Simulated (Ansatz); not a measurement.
The parent structure is Pd in the fcc (Cu type) structure (space group Fm-3m, No. 225; a = 3.876 Å).

Method: Ansatz (a program for electronic structure) PBEsol, no SOC, earlier PAW set.

Before the change:

| Property | Result |
|---|---|
| Volume per atom | 14.55 Å³ |

It is then changed as follows: Rh takes the place of Pd on all its sites; the structure is relaxed again.

Tabulated Pauling electronegativity and covalent radius: Pd 2.20, 1.39 Å; Rh 2.28, 1.42 Å.

Problem. Estimate the effect on the volume per atom.

Solution. The volume per atom decreases by 1.05 Å³ (14.55 Å³ → 13.50 Å³).

No phonon test of stability was made. The final runs are not spin-polarised.
